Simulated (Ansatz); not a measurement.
Results of PBE0 (Ansatz, a program for electronic structure, plane waves, PAW) for TiO₂ (P4₂/mnm, No. 136, 12 atoms in the cell; start mp-1041565).

Output (set-up and result lines):

```
WARN output.stress: scf.exx.energy_threshold = 1e-6 eV is looser than the 1.2e-7 eV advised for a stress under a hybrid functional (1e-8 eV for each atom of …
Crystal: 12 atoms, lattice volume = 123.901 Å³
Basis set: ecut = 460 eV, 2823 PW (Γ), exchange–correlation on 80×80×80 points (8 copies of the dense FFT grid, shifted against one another)
Bands: 60, of which v1, the nominal top of the filled ones, is band 48 counted from 1 (47 counted from 0)
Symmetry: 8 space group operations
Space group: Imma (ITA 74), of the structure as read, at distance tolerance 5.0e-5 Å
k-points: 46 of 216
Functional: x = pbe(κ = 0.804, μ = 0.2195149727645171), c = pbe(β = 0.06672455060314922), warm-up for x = 0.75 pbe(κ = 0.804, μ = 0.2195149727645171) + 0.25 exact, c = pbe(β = 0.06672455060314922)
SCF iter   1: F=—  HF=-14554.578542 eV  |F-HF|=—  |Δ(HF+E_count)|=         —  Δρ=2.29e-3  dr2=3.21e-3
SCF iter   2: F=—  HF=-14554.581976 eV  |F-HF|=—  |Δ(HF+E_count)|=   3.43e-3  Δρ=1.86e-3  dr2=3.04e-3
  ...
Crystal: 12 atoms, lattice volume = 123.901 Å³
Initial density: handed on by an earlier stage of this run
Functional: x = 0.75 pbe(κ = 0.804, μ = 0.2195149727645171) + 0.25 exact, c = pbe(β = 0.06672455060314922)
Crystal: 12 atoms, lattice volume = 123.901 Å³
SCF 3 converged in 9 iterations: F = -14553.335566 eV  dr2 = 9.55e-10
Crystal: 12 atoms, lattice volume = 123.901 Å³
SCF iter   3: F=—  HF=-14553.335567 eV  |F-HF|=—  |Δ(HF+E_count)|=   1.22e-8  Δρ=8.72e-7  dr2=1.32e-9
SCF iter   4: F=-14553.335567 eV  HF=-14553.335567 eV  |F-HF|=3.64e-12  |Δ(HF+E_count)|=  3.78e-10  Δρ=1.18e-7  dr2=4.78e-11
SCF 4 converged in 4 iterations: F = -14553.335567 eV  dr2 = 4.78e-11
Free energy (F): -14553.335567 eV
Internal energy: -14553.335567 eV  (E = F + TS)
E sigma→0 (E₀):  -14553.335567 eV
Fermi energy:    9.967928 eV
--- Forces (eV/Å), atoms counted from 1 ---
  atom   1  Ti     0.00000000    -0.00000000    -0.00028730
  atom   2  Ti    -0.00000000     0.00000000     0.00028730
  atom   3  Ti    -0.00000000     0.00000000     0.00000000
  atom   4  Ti     0.00000000     0.00000000     0.00000000
  atom   5  O     -0.00031378    -0.00000000     0.13520788
  atom   6  O      0.00031378     0.00000000    -0.13520788
  atom   7  O      0.00031378    -0.00000000     0.13520788
  atom   8  O     -0.00031378     0.00000000    -0.13520788
  atom   9  O     -0.00000000    -0.13516722     0.00008665
  atom  10  O      0.00000000     0.13516722    -0.00008665
  atom  11  O      0.00000000     0.13516722     0.00008665
  atom  12  O     -0.00000000    -0.13516722    -0.00008665
--- Stress (GPa, compression-positive) ---
       -0.299453       0.000000       0.000000
        0.000000      -1.312555      -0.000000
        0.000000      -0.000000      -1.313599
  P = ⅓ Tr σ = -0.9752 GPa (-9.752 kbar)
```

Write an input file that could have produced this run (the log leaves some choices open).

Several could match; the one computed here: 
Ansatz 0.2 input:
```yaml
crystal:
  lattice:
    - [-2.9389729883, 3.2464524825, 3.2464596857]
    - [2.9389729883, -3.2464524825, 3.2464596857]
    - [2.9389729883, 3.2464524825, -3.2464596857]
  atoms:
    - { symbol: Ti, position: [0.5000336446, 0.7500336446, 0.75] }
    - { symbol: Ti, position: [0.4999663554, 0.2499663554, 0.25] }
    - { symbol: Ti, position: [0.0, 0.0, 0.5] }
    - { symbol: Ti, position: [0.0, 0.5, 0.0] }
    - { symbol: O, position: [0.3044361204, 0.3044490241, 0.5000129037] }
    - { symbol: O, position: [0.6955638796, 0.6955509759, 0.4999870963] }
    - { symbol: O, position: [0.3044361204, 0.8044232168, -0.0000129037] }
    - { symbol: O, position: [0.6955638796, 0.1955767832, 1.0000129037] }
    - { symbol: O, position: [0.1955509492, 0.2499872502, 0.945563699] }
    - { symbol: O, position: [0.8044490508, 0.7500127498, 0.054436301] }
    - { symbol: O, position: [0.8044235512, 0.2499872502, 0.554436301] }
    - { symbol: O, position: [0.1955764488, 0.7500127498, 0.445563699] }
basis:
  ecutwfc: 460
  ecutrho_ratio: 4
  xc_grid: 2
kpoints:
  mp_grid: { grid: [6, 6, 6] }
hamiltonian:
  xc: pbe0
  dispersion: none
  pseudopotentials: { kind: paw }
scf:
  occupations: { method: fermi_dirac, width: 0.01 }
  convergence: { dr2_threshold: 0.0000000012 }
output:
  forces: true
  stress: true
  eigenvalues: true
```

The PAW data were made under PBE.

Note: cell and atoms aren't relaxed at this level (largest force component 0.14 eV/Å, pressure -1.0 GPa).

A start named mp-… is a Materials Project structure, which need not be a measured phase.
